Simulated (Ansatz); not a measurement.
Rock-salt NaH, treated with HSE06 (Ansatz, a program for electronic structure, plane waves, PAW).

A relaxed, unreconstructed slab of the (100) face has 12 atoms, two equal faces of 11.542 Å² each and an energy of -9017.1141 eV. A bulk cell of 4 atoms with the same orientation and in-plane k mesh has -3005.8070 eV. Energies are extrapolated to zero smearing.

Settings: plane-wave cutoff 500 eV, 6×6×1 k mesh (along the axes of the cell as run), gaussian smearing 0.02 eV, scalar-relativistic PAW data made under PBE.

Worked out: γ = (E_slab − N E_bulk per atom)/2A = [-9017.1141 − 12 × (-3005.8070/4)]/(2 × 11.542) = 0.0133 eV/Å². With 16.022 J/m² per eV/Å² this is 0.21 J/m², or 0.15 eV per surface cell and face.

Note: the run warned that its exchange threshold was loose for the stress.
